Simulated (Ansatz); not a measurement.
ZnS (P3m1, No. 156, 40 atoms in the cell; start mp-557062; a measured phase of this formula has another space group) was calculated with r²SCAN (Ansatz, a first-principles code, PAW).

Numerical settings: plane-wave cutoff 560 eV, 12×12×1 k mesh (along the axes of the cell as run), Fermi–Dirac smearing 0.01 eV, scalar-relativistic PAW data made under PBE.

Cell (relaxed at this level):

```
ZnS
1.0
    3.80917     0.00000     0.00000
   -1.90458     3.29884     0.00000
    0.00000     0.00000    62.29494
Zn S
20 20
Direct
  0.33333   0.66667   0.95002
  0.00000   0.00000   0.14999
  0.66667   0.33333   0.40000
  0.66667   0.33333   0.90008
  0.00000   0.00000   0.85004
  0.66667   0.33333   0.69995
  0.66667   0.33333   0.10003
  0.66667   0.33333   0.55001
  0.00000   0.00000   0.65000
  0.33333   0.66667   0.05009
  0.00000   0.00000   0.00005
  0.00000   0.00000   0.45004
  0.33333   0.66667   0.19995
  0.33333   0.66667   0.30002
  0.33333   0.66667   0.49998
  0.00000   0.00000   0.34996
  0.66667   0.33333   0.24998
  0.33333   0.66667   0.60005
  0.66667   0.33333   0.80002
  0.33333   0.66667   0.74998
  0.66667   0.33333   0.58754
  0.66667   0.33333   0.13750
  0.33333   0.66667   0.63750
  0.66667   0.33333   0.83746
  0.33333   0.66667   0.33747
  0.33333   0.66667   0.98748
  0.33333   0.66667   0.08754
  0.33333   0.66667   0.23741
  0.66667   0.33333   0.73741
  0.66667   0.33333   0.93753
  0.00000   0.00000   0.88756
  0.66667   0.33333   0.43752
  0.66667   0.33333   0.28751
  0.00000   0.00000   0.48749
  0.33333   0.66667   0.78751
  0.00000   0.00000   0.38742
  0.00000   0.00000   0.03757
  0.00000   0.00000   0.18746
  0.33333   0.66667   0.53744
  0.00000   0.00000   0.68746
```

### Question
Estimate the band gap that the calculation returns.

### Answer

* **band gap**: 2.73 eV (direct)

Computed values are for the static lattice.

A start named mp-… is a Materials Project structure, which need not be a measured phase.
